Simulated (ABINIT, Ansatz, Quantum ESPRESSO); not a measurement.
# One structure in several programs: Pb (Fm-3m, 1 atom in the cell)

Self-consistent single point.

```
Pb
1.0
    0.00000     2.47500     2.47500
    2.47500     0.00000     2.47500
    2.47500     2.47500     0.00000
Pb
1
Direct
  0.00000   0.00000   0.00000
```

Shared settings, as Ansatz (a quantum-chemistry and plane-wave program) writes them: kpoints.mp_grid.grid = 9 9 9; magnetization.spin_orbit = true; scf.occupations.method = fermi_dirac; scf.occupations.width = 0.1 eV. Potentials and cutoffs stand in the table.

```csv
code,model,pressure (GPa),cutoff
Quantum ESPRESSO,"PBE, spin-orbit coupling, PSlibrary fully relativistic ultrasoft (PBE) pseudopotentials",1.11,55 Ry
Ansatz,"PBE with spin-orbit coupling, default PAW files",2.22,default
ABINIT,"PBE, spin-orbit coupling, norm-conserving pseudopotentials (PseudoDojo nc-fr-04 PBE standard)",2.33,28 Ha
```

The spread over the programs that give each value: pressure within 1.22 GPa.

Ansatz's pressure is given at a fixed set of plane waves, as the other plane-wave codes print theirs. In the pressure, Quantum ESPRESSO (by 1.12) lies more than 1 GPa from the median of the plane-wave programs.

The starting cell has typed, rounded lattice constants, without a prior relaxation at this level.

Left out of this page: Elk and FLEUR (with a known weakness of the program); SIESTA (not drawn, or without a comparable value).

Keys are those of Ansatz 0.2.
